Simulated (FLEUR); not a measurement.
A self-consistent single point of WSi2 (P1, 3 atoms in the cell) with FLEUR.

Level of theory: PBE, all-electron FLAPW (FLEUR), scalar-relativistic valence run with FLEUR.

The change in words: lattice scaled by 0.98. Reference geometry:
```
WSi2
1.0
   -1.60500     1.60500     3.91500
    1.60500    -1.60500     3.91500
    1.60500     1.60500    -3.91500
Si W
2 1
Direct
  0.66697   0.68321   0.02534
  0.36399   0.30300   0.97961
  0.96903   0.01378   0.99505
```

Reference input (self-consistent single point, DFT, PBE, all-electron FLAPW (FLEUR), scalar-relativistic valence): Kmax = 4 1/bohr; GmaxXC = 16 1/bohr; xcFunctional = pbe; jspins = 1; l_soc = F; mode = gauss; fermiSmearingEnergy = 0.00499791 Htr; mesh (inpgen div1-3) = 7 7 9; inpgen gamma flag = false; Gmax = 16 1/bohr; numbands = 0; maxIterBroyd = 15. This run's input differs from it in these lines:

```diff
@@ -3,5 +3,5 @@
 &input film=f /
--3.0330104300 3.0330104300 7.3982777779
-3.0330104300 -3.0330104300 7.3982777779
-3.0330104300 3.0330104300 -7.3982777779
+-2.9723502214 2.9723502214 7.2503122224
+2.9723502214 -2.9723502214 7.2503122224
+2.9723502214 2.9723502214 -7.2503122224
 1.0
@@ -44,5 +44,5 @@
          <bravaisMatrix>
-            <row-1>   -3.0330104300000000     3.0330104300000000     7.3982777778999997</row-1>
-            <row-2>    3.0330104300000000    -3.0330104300000000     7.3982777778999997</row-2>
-            <row-3>    3.0330104300000000     3.0330104300000000    -7.3982777778999997</row-3>
+            <row-1>   -2.9723502214000002     2.9723502214000002     7.2503122223999998</row-1>
+            <row-2>    2.9723502214000002    -2.9723502214000002     7.2503122223999998</row-2>
+            <row-3>    2.9723502214000002     2.9723502214000002    -7.2503122223999998</row-3>
          </bravaisMatrix>
```

The program printed (abridged):

```
 Iteration:     1   Distance:      10.61033977 me/bohr^3
 Iteration:     2   Distance:       9.79281083 me/bohr^3
 Iteration:     3   Distance:       4.40843602 me/bohr^3
 Iteration:     4   Distance:       1.18623136 me/bohr^3
 Iteration:     5   Distance:       1.00926077 me/bohr^3
   [... 9 lines left out ...]
 Iteration:    15   Distance:       0.00007211 me/bohr^3
 Iteration:    16   Distance:       0.00006720 me/bohr^3
 Iteration:    17   Distance:       0.00002270 me/bohr^3
 Iteration:    18   Distance:       0.00000938 me/bohr^3
 Reset of history
 Run finished successfully
 Stop message:
   Structural relaxation: new displacements generated

[file out, last iteration]
             iter=     19
[...]
          total density-effective poten   -2.8989707965E+04
          total charge density-energy d   -3.6747241841E+02
 Updated energy parameters for spin:           1
[...]
 fermi energy and band-weighting factors:
    0.841069    0.863978

[...]
FERMIE:
          first approx. to ef    (T=0)  :   0.576245 htr   (energy of the highest occ. eigenvalue)
          number of occ. states  (T=0)  :       2431
          first approx. to seigv (T=0)  :  -3.903241 htr
          sum of weights of occ. states :  11.002268
          sum of semicore charge        :   0.000000 e
          fermi energy=   0.57565 har   work function= -15.66434 ev
   [... lines left out ...]
     k-point=  182
      0.000 0.000
     k-point=  183
      0.000 0.000
     k-point=  184
      0.000 0.000
     k-point=  185
      0.000 0.000
     k-point=  186
      0.000 0.000
     k-point=  187
      0.000 0.000
     k-point=  188
      0.000 0.000
     k-point=  189
      0.000 0.000
     k-point=  190
      0.000 0.000
     k-point=  191
      0.000 0.000
     k-point=  192
      0.000 0.000
     k-point=  193
      0.005 0.005 0.0
```

The run converged in 18 iterations. FLEUR gives forces in its relaxation mode, with a further iteration, so its stop message speaks of a relaxation. Against the reference run the total energy rises by 89.1 meV/atom and the largest force goes from 3.265 to 4.007 eV/Å.

The starting cell has typed, rounded lattice constants, without a prior relaxation at this level. Its atoms were displaced at random from the sites of space group no. 139. For this run, on top of that: lattice scaled by 0.98. Spin polarisation is off. Values depend on the basis (sphere radii, cutoffs, local orbitals), which need not be converged. Forces in this geometry exceed 1 eV/Å.

Cost on one core of a shared machine: roughly 10 min.
